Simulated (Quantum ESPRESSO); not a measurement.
Input and output of a self-consistent single point for Yb (Fm-3m, 1 atom in the cell) (Quantum ESPRESSO).

Computed with LDA (PZ), SSSP 1.1.2 efficiency (PBE) pseudopotentials (plane waves; Quantum ESPRESSO).

```
CELL_PARAMETERS angstrom
      0.00000     2.75160     2.75160
      2.75160     0.00000     2.75160
      2.75160     2.75160     0.00000
ATOMIC_POSITIONS crystal
  Yb 0.00000 0.00000 0.00000
```

Reference input (self-consistent single point, DFT, PBE, plane waves, SSSP 1.1.2 efficiency (PBE) pseudopotentials): ecutwfc = 50 Ry; ecutrho = 400 Ry; occupations = smearing; smearing = gaussian; degauss = 0.019992 Ry; potentials = {Yb: Yb.GGA-PBE-paw-v1.0.UPF}; K_POINTS = automatic 14 14 14 0 0 0; conv_thr = 1e-10 Ry. This run's input differs from it in these lines:

```diff
@@ -18,2 +18,3 @@
  degauss = 0.019992,
+ input_dft = 'pz',
 /
```

The program printed (abridged):

```
     Self-consistent Calculation

     iteration #  1     ecut=    50.00 Ry     beta= 0.70

     total energy              =    -993.60699655 Ry
     estimated scf accuracy    <       0.32953731 Ry

     iteration #  2     ecut=    50.00 Ry     beta= 0.70

     total energy              =    -988.65303374 Ry
     estimated scf accuracy    <      51.94030398 Ry

     iteration #  3     ecut=    50.00 Ry     beta= 0.70

     total energy              =    -994.03741105 Ry
     estimated scf accuracy    <       0.19849641 Ry

   [... 46 blocks of this kind left out ...]

     iteration # 50     ecut=    50.00 Ry     beta= 0.70

     total energy              =    -994.00579492 Ry
     estimated scf accuracy    <          2.0E-10 Ry

     iteration # 51     ecut=    50.00 Ry     beta= 0.70
     End of self-consistent calculation

     Number of k-points >= 100: set verbosity='high' to print the bands.

     the Fermi energy is     9.2165 ev

!    total energy              =    -994.00579492 Ry
     estimated scf accuracy    <          4.7E-11 Ry
     smearing contrib. (-TS)   =      -0.00726037 Ry
     internal energy E=F+TS    =    -993.99853455 Ry

     convergence has been achieved in  51 iterations

     Forces acting on atoms (cartesian axes, Ry/au):

     atom    1 type  1   force =     0.00000000    0.00000000    0.00000000

     Total force =     0.000000     Total SCF correction =     0.000000

          total   stress  (Ry/bohr**3)                   (kbar)     P=      -53.26
  -0.00036208  -0.00000000  -0.00000000          -53.26       -0.00       -0.00
  -0.00000000  -0.00036208  -0.00000000           -0.00      -53.26       -0.00
  -0.00000000  -0.00000000  -0.00036208           -0.00       -0.00      -53.26

   JOB DONE.
```

The run converged in 51 iterations. Against the reference run the pressure goes from -2.88 to -5.33 GPa. The full log also holds: “c_bands:  2 eigenvalues not converged”. The full log also holds: “c_bands:  3 eigenvalues not converged”.

The starting cell comes from a database of computed structures (which also holds hypothetical and non-ambient phases and stackings), without a prior relaxation at this level. Its lattice was rescaled by a random factor within 2.5 % of one. Spin-orbit coupling is off. Spin polarisation is off. With a pressure of about -5 GPa the cell is away from its equilibrium volume at this level.

Cost on one core of a shared machine: roughly 3 min.
